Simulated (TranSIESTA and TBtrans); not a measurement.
System: Sn chain with one bond stretched by 1.0 Å. Leads: straight Sn chain, spacing 2.75 Å. Geometry: as built, not relaxed. Transport runs along z; the first 4 and the last 4 of the 14 atoms are the lead cells, repeated to infinity.

```xyz
14
Lattice="9.000 0.000 0.000 0.000 9.000 0.000 0.000 0.000 39.500" Properties=species:S:1:pos:R:3 pbc="F F T"
Sn     4.500     4.500     0.000
Sn     4.500     4.500     2.750
Sn     4.500     4.500     5.500
Sn     4.500     4.500     8.250
Sn     4.500     4.500    11.000
Sn     4.500     4.500    13.750
Sn     4.500     4.500    16.500
Sn     4.500     4.500    20.250
Sn     4.500     4.500    23.000
Sn     4.500     4.500    25.750
Sn     4.500     4.500    28.500
Sn     4.500     4.500    31.250
Sn     4.500     4.500    34.000
Sn     4.500     4.500    36.750
```

Run with TranSIESTA and TBtrans (open boundaries, self-consistent; PseudoDojo norm-conserving potentials, scalar-relativistic): PAO.BasisSize DZP, PAO.EnergyShift 0.15 eV, XC.Authors PBE, Mesh.Cutoff 200 Ry, ElectronicTemperature 300 K, TS.Voltage 0.0 eV, TBT.Elecs.Eta 0.001 eV, no spin polarisation.

Energies count from the leads' Fermi level. Transmissions are for one spin of a degenerate pair. The energy step is 0.01 eV; narrower resonances are cut or missed.

| E (eV) | T |
|---|---|
| -0.20 | 1.36 |
| -0.15 | 1.41 |
| -0.10 | 1.45 |
| -0.05 | 1.47 |
| 0.00 | 1.48 |
| 0.05 | 1.48 |
| 0.10 | 1.47 |
| 0.15 | 1.45 |
| 0.20 | 1.42 |

Problem. Give the zero-bias conductance in μS and the resistance at 300 K.

Solution. At the Fermi level T = 1.48. Averaged with −∂f/∂E over the full grid (kT = 25.9 meV) it is 1.48. With G0 = 2e²/h = 77.48 μS, G = 115 μS and R = 1/G = 8.70 kΩ.

Problem. The eigenchannels at the Fermi level transmit 0.613, 0.435, 0.435. What Fano factor of the shot noise follows at low temperature and bias?

Solution. F = Σ τ(1 − τ)/Σ τ = 0.729/1.48 = 0.49.

The straight chain is held at its spacing; free chains may zigzag or dimerise. No spin-polarised start was tried, so a magnetic state, if there is one, is missed.
